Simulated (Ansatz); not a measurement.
Amorphous Ti₂₀O₄₀H₂

A CHGNet melt-quench gave the starting glass, which DFT then relaxed. O atoms were pushed apart under 1.9 Å during the dynamics, to hinder bonds among them. The hot cell started wider than the set density and was brought back towards it in steps. It is the lowest in DFT energy of 2 quenches. It is a model cell: composition and starting density were chosen by hand, and all elements were melted together. No dispersion term was used.

Level of theory: PBE, scalar-relativistic without spin-orbit coupling (plane waves to 420 eV, PAW; Ansatz, a quantum-chemistry and plane-wave program). Geometry, pressure, stress and energy are those of the PBE run. Its sampling: a 2×2×2 Γ-centred mesh; Fermi-Dirac width 0.01 eV; collinear spin, started from moments on atoms (at the end a net moment of 0.0 μB, with unpaired spins of both signs, a broken-symmetry state; no other order was tried). The usual formal charges leave 2 electrons over, so the level spacing at the Fermi energy parts defect or band states and needn't be the band gap. In the spin-polarised cell the level spacing at the Fermi energy can part levels of unlike spin. The spare electrons fill defect levels or the bottom of the conduction band, and the levels at the Fermi energy are partly filled.

```json
{
 "number_of_atoms_in_the_cell": "62",
 "Density (held, not predicted)": "3.56 g/cm³",
 "volume_per_atom": "12.05 Å³",
 "Pressure on a 2×2×2 Γ-centred mesh": "0.10 GPa",
 "Largest force and stress component on that mesh (the relaxation ran on the zone centre alone)": "0.18 eV/Å and 0.9 GPa",
 "Energy relative to anatase TiO2 + H2 gas (lowest mix at this level among the phases computed, not always the ambient ones)": "0.137 eV/atom",
 "Level spacing at the Fermi energy on a 2×2×2 Γ-centred mesh (PBE)": "within the smearing (under twice its width)",
 "net_moment": "0.00 μB (unpaired spins of both signs, a broken-symmetry state)"
}
```

Bonds are counted up to Ti-Ti 3.12 Å, Ti-O 2.46 Å, Ti-H 2.10 Å, O-O 1.58 Å, O-H 1.16 Å, H-H 0.90 Å. Two cations that share two anions don't count as bonded, nor two that share one unless they lie closer than Ti-Ti 3.04 Å.

* **Mean coordination of Ti by anions**: 5.25 (2 with 4, 11 with 5, 7 with 6)
* **Mean coordination of O**: 2.67 (15 with 2, 23 with 3, 2 with 4)
* **Mean coordination of H**: 1.00 (2 with 1)
* **Mean Ti-O bond**: 1.962 Å (spread 0.131 Å, 105 counted)
* **Mean O-H bond**: 0.981 Å (spread 0.000 Å, 2 counted)

Its density started from a set value of 3.56 g/cm³. The quench (nominally 400 K/ps over its main leg) was far faster than any real one, so the model tends to hold more defects than a real film. Values belong to this one cell and scatter from quench to quench. The volume was held where the preparation left it, at a PBE pressure of 0.1 GPa. Stress components on the final sampling reach 0.9 GPa. On a 2×2×2 Γ-centred mesh force components of up to 0.18 eV/Å stay, since the relaxation ran on the zone centre alone.
